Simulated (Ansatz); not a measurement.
End structure of a constructed model of the (100) surface of fcc Ni, ferromagnetic, a pseudomorphic layer of Zn in the host's stacking (bottom of the slab: a bare face, its two planes held):

```
CELL_PARAMETERS angstrom
      2.48857     0.00000     0.00000
      0.00000     2.48857     0.00000
      0.00000     0.00000    27.00000
ATOMIC_POSITIONS crystal
  Ni 0.50000 0.50000 0.30213
  Ni 0.00000 0.00000 0.36730
  Ni 0.50000 0.50000 0.43283
  Ni 0.00000 0.00000 0.49810
  Ni 0.50000 0.50000 0.56319
  Ni 0.00000 0.00000 0.62820
  Zn 0.50000 0.50000 0.69588
```

Set-up: 7 atoms, 10.7 Å thick at the start; mesh 15x15x1; 0.1 eV smearing; dipole correction on; 2 atoms held, the rest relaxed; symmetry of the start imposed; spin-polarised, ending with about 3.5 μB a cell; orders that need a larger cell were not tried, no spin-orbit, no U. It is one candidate, not shown to be the stable structure of the face.

Q: What is the computed work function of the top face (PBE run with Ansatz, a first-principles code)?

A: 4.34 eV
